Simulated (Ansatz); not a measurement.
## InSb: Sb on a In site (antisite)

Base system: a 16-atom supercell of InSb in the zinc blende structure (space group F-43m, No. 216; a = 6.635 Å) at its relaxed geometry.

Now apply this change: a neutral Sb on a In site (antisite), atoms relaxed at fixed cell, starting from a slightly rattled geometry.

All numbers come from PBE in Ansatz (plane waves to 420 eV, PAW, no spin-orbit coupling). k-mesh 5×5×5 (Γ-centred); smearing 0.05 eV (Fermi–Dirac).

The pressure goes from zero to 1.0 GPa and the mean distance from the defect site to its nearest host atoms increases by 0.092 Å, from 2.87 Å to 2.97 Å.

Cost of the whole job for the changed cell (relaxation, final SCF and bands): very roughly 30 core-minutes.

In so small a cell the defect repeats every few ångströms: this is an ordered compound, not a dilute defect. The final runs are not spin-polarised. The defect cell is not spin-polarised.

Ansatz is a program for electronic structure.
